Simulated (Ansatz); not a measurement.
Base system: Mg in the hcp (Mg type) structure (space group P6_3/mmc, No. 194).

```
Mg
1.0
    3.17305     0.00000     0.00000
   -1.58653     2.74794     0.00000
    0.00000     0.00000     5.18267
Mg
2
Cartesian
  0.00000   1.83196   3.88700
  1.58653   0.91598   1.29567
```

The other end (x = 1) is Ba in the hcp (Mg type) structure (space group P6_3/mmc, No. 194; a hypothetical phase, not in the database extracts checked): 66.23 Å³/atom, gap zero; this end may not be an ambient phase.

The values are results of r2SCAN in Ansatz (plane waves to 500 eV, PAW, no spin-orbit coupling), not measurements.

Ba replaces a fraction x of Mg; each row is one arrangement (x, atoms in the cell, starting space group or random), fully relaxed.

One change was made to it. Results:

The shortest interatomic distance grows by 1.066 bohr (5.996 bohr → 7.062 bohr); the mixing energy is +0.08 eV/atom (to 0.01 eV only: unlike meshes or grids) (against an end that may be hypothetical); the band gap stays zero; the deviation of the volume from the linear (Vegard-type) interpolation is +3.4 %.

**Question.** Which of these changes matches the shifts?
A) x(Ba) = 0.167, 6 atoms, P-6m2
B) x(Ba) = 0.375, 8 atoms, Pmm2
C) x(Ba) = 0.75, 8 atoms, P-3m1

**Answer.** C, x(Ba) = 0.75, 8 atoms, P-3m1. For comparison, the mixing energy in the other runs: x(Ba) = 0.167, 6 atoms, P-6m2 gives +0.13 eV/atom; x(Ba) = 0.375, 8 atoms, Pmm2 gives +0.04 eV/atom.

Each cell is one ordered arrangement of few atoms, which overstates ordering effects compared with a random alloy. No phonon test of stability was made. Under x(Ba) = 0.375, 8 atoms, Pmm2 the cell changed shape so far that it is another structure.

Ansatz is a program for electronic structure.
